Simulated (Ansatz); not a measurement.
## A constructed model of the (111) surface of fcc Rh, (√3x√3)R30° layer of Pb, one a cell, on the site that continues the host's stacking (bottom of the slab: a bare face, its two planes held)

Method: PBE (plane waves to 420 eV, PAW; Ansatz, a program for electronic structure).

Model: 19-atom slab, 13.6 Å thick at the start with caps and adatoms (thin: gaps and levels are the slab's own), 9x9x1 mesh, Fermi-Dirac 0.1 eV, dipole correction, 6 atoms held, the rest relaxed; held to the start's symmetry, so lower structures may exist; no spin, no spin-orbit, no U. It is one candidate, not shown to be the stable structure of the face.

The work function of the top face comes out as 3.93 eV and the energy released by relaxation is 0.29 eV. The cost is very roughly 13 core-minutes.
